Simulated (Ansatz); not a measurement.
Band structure of MnS (Fm-3m, 2 atoms in the cell).

```
MnS
1.0
    0.00000     2.48025     2.48025
    2.48025     0.00000     2.48025
    2.48025     2.48025     0.00000
S Mn
1 1
Direct
  0.00000   0.00000   0.00000
  0.50000   0.50000   0.50000
```
Moments meant for the start (each program seeds them in its own way; μB, in the order of the atoms S Mn): 0.0 4.0.

Method: PBE, PAW files (plane waves; Ansatz, a first-principles code).

Settings: basis.ecutwfc = 420 eV; kpoints.mp_grid.grid = 9 9 9; hamiltonian.xc = pbe; hamiltonian.pseudopotentials = {kind: paw} (the program's default PAW files); magnetization.spin_polarized = true; scf.occupations.method = gaussian; scf.occupations.width = 0.2 eV; kpoints.band_path.npoints = 8.

The starting cell was generated: these elements placed on a structure prototype, without a prior relaxation; it need not be a known phase or ordering of this composition. Its lattice was rescaled by a random factor within 2.5 % of one. With one magnetic atom in the cell only a parallel order is possible.

Levels in eV from the Fermi level, bands 10 to 16 of the first spin channel:
```csv
point,10,11,12,13,14,15,16
Γ,-3.27,-2.09,-2.09,-2.09,2.91,8.83,8.83
X,-2.92,-2.45,-2.45,-1.78,1.22,5.69,11.46
W,-2.50,-2.45,-2.03,-1.87,4.97,7.29,7.44
K,-2.56,-2.26,-1.86,-1.19,2.98,6.57,9.05
L,-2.64,-2.19,1.01,1.01,2.89,5.45,5.45
U,-2.56,-2.26,-1.86,-1.19,2.98,6.57,9.05
```

Bands cross the Fermi level along this path, so the cell is metallic at this level.

The net moment of the cell came out as 4.15 μB.

Keys are those of Ansatz 0.2.
